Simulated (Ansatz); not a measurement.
A hypothetical phase is included: elements placed on a structure type, which no database files for this compound.

By PBEsol, the system below comes out a metal.

Input:

```xyz
2
Lattice="3.9583 0.0000 0.0000 0.0000 3.9583 0.0000 1.9792 -1.9792 2.7990" Properties=species:S:1:pos:R:3 pbc="T T T"
Re     1.9792     0.0000     1.3995
Re     1.9792     1.9792     0.0000
```

The cell was relaxed by PBE-D3(BJ).

The current flows along the normal of the first two printed cell vectors, the (001) plane of the conventional cell. No spin-orbit coupling; the value is a mean over 0.1 eV about the Fermi level.

Q: Give the ballistic conductance per area that PBEsol run with Ansatz (an electronic-structure program) yields.

A: 0.69 × 10¹⁵ S/m² for both spins.
